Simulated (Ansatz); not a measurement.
Start from InP in the zinc blende structure (space group F-43m, No. 216; a = 5.827 Å). Axes: x, y, z lie along the cube axes.

All numbers come from LDA (Ansatz, a program for electronic structure), spin-orbit coupling left out.

For the base:

| Quantity | Result |
|---|---|
| Volume per atom | 24.73 Å³ |

Perturbation: compressive biaxial strain of 2.00 % in the plane normal to [001], as in epitaxy on a mismatched substrate; the out-of-plane cell vector and the atoms relax.

What happens to the volume per atom?

The volume per atom drops by 0.45 Å³ (24.73 Å³ → 24.28 Å³).

No phonon test of stability was made.
